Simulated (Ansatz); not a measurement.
Base system: TiAl (space group P4/mmm, No. 123; a = 2.813 Å, c = 4.062 Å; relaxed with 0.1 eV smearing). Axes: x, y, z lie along a, b, c of the conventional cell.

Level of theory: r2SCAN (Ansatz, a quantum-chemistry and plane-wave program), without spin-orbit coupling.

Before the change:

| Quantity | Result |
|---|---|
| Pressure | 0.0 GPa |
| Shortest interatomic distance | 2.813 Å |

The change: uniaxial strain ε_xx = +1.50 %, all other strain components held at zero, atoms relaxed at fixed cell.

Q: Estimate the effect on the energy relative to the base, pressure and shortest interatomic distance.

A: The energy increases by 2.3 meV/atom; the pressure (mean of the normal stresses, compression positive) goes from zero to -1.7 GPa; the shortest interatomic distance stays 2.813 Å.

Whether these cells are dynamically stable was not tested. All final runs are without spin polarisation.
